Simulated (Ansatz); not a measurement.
System: interstitial Li in monoclinic ZrO2 with all lengths changed by +1 % (charge state +1). All values below come from PBE, PAW (plane waves to 420 eV; Ansatz, a quantum-chemistry and plane-wave program).

Settings: 96 host sites, the strained lattice (strain from the relaxed PBE one, atoms relaxed), the Γ point alone, smearing 0.01 eV, spin-restricted, no image-charge correction. Static, classical nuclei. The charge state is imposed; whether it is stable for some Fermi level was not computed. Sites that were not tried may lie lower.

Barriers: single points on a 2×2×2 k-point mesh shifted by half a step at the bands' geometries.

A. Li moves alone to another site; the atom moves 2.63 Å along (-0.39, -0.16, -0.33) of the unit cell; the moving atom starts with neighbours O at 1.83, O at 1.84, O at 2.01, O at 2.05 Å and ends with O at 1.83, O at 1.84, O at 2.01, O at 2.05 Å; saddle order not checked, on a symmetry element.
B. Li moves alone to another site; the atom moves 3.26 Å along (0.00, 0.34, 0.50) of the unit cell; the moving atom starts with neighbours O at 1.83, O at 1.84, O at 2.01, O at 2.05 Å and ends with O at 1.83, O at 1.84, O at 2.01, O at 2.05 Å; saddle order not checked.

A band can be held on a symmetry element, so unchecked saddle points there may be too high.

Question: Rank these by forward barrier (lowest first), as PBE, PAW gives it.

Answer: A (0.10 eV), B (0.98 eV)
